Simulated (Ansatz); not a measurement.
The starting structures come from a database of crystals and need not be the phases stable at ambient conditions.

 Where the default PAW files enter, the runs use the earlier of Ansatz's two default sets.

Tunnelling through a barrier is set by its complex band structure: the current falls as exp(−2κd) with the smallest κ.

Input:

```
CELL_PARAMETERS angstrom
      3.56066     0.00000     0.00000
      0.00000     8.63890     0.00000
      0.00000     0.00000     4.11717
ATOMIC_POSITIONS crystal
  Hf 0.50000 0.09995 0.00000
  Hf 0.00000 0.90005 0.50000
  Br 0.50000 0.65961 0.50000
  Br 0.00000 0.34039 0.00000
  N  0.50000 0.03646 0.50000
  N  0.00000 0.96354 0.00000
```

Space group of this cell: Pmmn. The cell was relaxed by PBE-D3(BJ).

Transport runs along the normal of the first two printed cell vectors.

The gap is the functional's own, uncorrected, and κ follows it; spin-orbit coupling is left out. Mid-gap values are interpolated between the computed energies.

Predict the band gap and the smallest decay constant κ at mid-gap from Ansatz (an electronic-structure program) with r2SCAN.

Gap 2.51 eV on a 8×4×8 mesh; κ = 0.257 1/Å, at (0.250, 0.000) of the in-plane reciprocal vectors. At the zone centre, at the nearest computed energy, the slowest state has κ = 0.26 1/Å.
